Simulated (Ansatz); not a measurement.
InAs (model structure, started from the beta GaS type, P6₃/mmc, No. 194, 8 atoms in the cell): properties by level of theory

```csv
level (code),lattice constant a (Å),lattice parameter c (Å),enthalpy of formation (eV/atom)
PBE (Ansatz),?,?,-0.041
PBEsol (Ansatz),4.346,?,0.007
PBE-D3(BJ) (Ansatz),4.360,13.870,?
```

Problem. Complete the blanks.

Solution. 
- PBE (Ansatz, a quantum-chemistry and plane-wave program), lattice constant a (Å): 4.417
- PBE (Ansatz), lattice parameter c (Å): 14.600
- PBEsol (Ansatz), lattice parameter c (Å): 13.901
- PBE-D3(BJ) (Ansatz), enthalpy of formation (eV/atom): 0.037

Ansatz's density-functional and Hartree–Fock values are scalar-relativistic unless marked +SOC, with PAW data made under PBE.

The computed numbers hold no vibrational or temperature effects.

A model structure was made by putting elements into a prototype or built by hand; it is no filed structure, need not be a known phase, and can be a saddle point held by its symmetry.
